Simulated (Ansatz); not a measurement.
A computed series for Y: element substitutions

Take Y in the hcp (Mg type) structure (space group P6_3/mmc, No. 194; a = 3.683 Å, c = 5.698 Å) as the base.

Each row replaces one element on all its sites; cell and atoms are relaxed.

Method: r2SCAN (Ansatz, a program for electronic structure, PAW, spin-orbit coupling left out), earlier PAW set.

```tsv
case	c/a ratio	shortest interatomic distance	density
base	1.547	3.555 Å	4.41 g/cm³
Y → Sc	[?]	[?]	[?]
Y → Nb	1.835	2.859 Å	8.31 g/cm³
Y → Al	1.653	2.817 Å	2.80 g/cm³
Y → Hf	1.578	3.127 Å	13.26 g/cm³
```

**Question.** Some entries are withheld; estimate them.

**Answer.** 
- Y → Sc, c/a ratio: 1.559
- Y → Sc, shortest interatomic distance: 3.232 Å
- Y → Sc, density: 2.99 g/cm³

No phonon test of stability was made. For Nb and Al in this form, whether it has been made was not checked. The final runs are not spin-polarised. This is not the structure that Nb has at room temperature and ambient pressure. This is not the structure that Al has at room temperature and ambient pressure.
